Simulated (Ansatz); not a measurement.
Hypothetical zinc blende HgO, pressure series

Take HgO in the zinc blende structure (space group F-43m, No. 216; a = 5.196 Å; a hypothetical phase, not in the database extracts checked) as the base.

Cell and atoms are relaxed at each pressure.

Computed with PBEsol (Ansatz, a first-principles code; PAW; 420 eV plane waves; no spin-orbit coupling), earlier PAW set.

| P (GPa) | V (Å³/atom) |
|---|---|
| -2.00 | 17.932 |
| -1.00 | 17.728 |
| 0.90 | 17.375 |
| 2.10 | 17.172 |
| 4.50 | 16.804 |
| 9.00 | 16.217 |
| 15.00 | 15.581 |
| 22.50 | 14.942 |
| 30.00 | 14.418 |

### Question
Fit a third-order Birch–Murnaghan equation of state.

### Answer
Least squares on P(V) = (3B₀/2)[(V₀/V)^(7/3) − (V₀/V)^(5/3)]·[1 + (3/4)(B₀′ − 4)((V₀/V)^(2/3) − 1)] gives V₀ = 17.54 Å³/atom, B₀ = 95 GPa and B₀′ = 4.8.

Load acts through the strain it causes; cell and atoms are relaxed under it. Stability against distortions was not tested. No other phases were tried under pressure. All final runs are without spin polarisation.
